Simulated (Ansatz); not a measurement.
A calculation on A15 Nb3Sn (cubic form, which distorts at low temperature) returned lattice constant a 5.393 Å, bulk modulus 145 GPa.

For reference: lattice constant a 5.289 Å (measured, temperature not stated, not corrected to a static lattice; as tabulated in Priinits et al. (2024), arXiv:2406.00817); bulk modulus 165 GPa (measured, 4 K, zero-point motion not removed; as tabulated in Lu and Klein (1997), arXiv:cond-mat/9704251).

Question: Which level of theory produced these numbers?
A. r²SCAN-D4 (Ansatz, a quantum-chemistry and plane-wave program)
B. r²SCAN+SOC (Ansatz)
C. BLYP (Ansatz)
D. PBEsol-D3(BJ) (Ansatz)

Answer: C, BLYP (Ansatz)

The others give: PBEsol-D3(BJ) 5.197 Å, 190 GPa; r²SCAN-D4 5.294 Å, 172 GPa; r²SCAN+SOC 5.304 Å, 170 GPa.

Unless a cell is named, each level is at its own relaxed cell (BLYP 19.61, PBEsol-D3(BJ) 17.54, r²SCAN+SOC 18.65, r²SCAN-D4 18.55 Å³/atom).

Caveats: symmetry holds this phase in the static calculation, where it need not be a minimum (PBEsol-D3(BJ), r²SCAN-D4, r²SCAN+SOC, BLYP). Ansatz's density-functional and Hartree–Fock values are scalar-relativistic unless marked +SOC, with PAW data made under PBE.
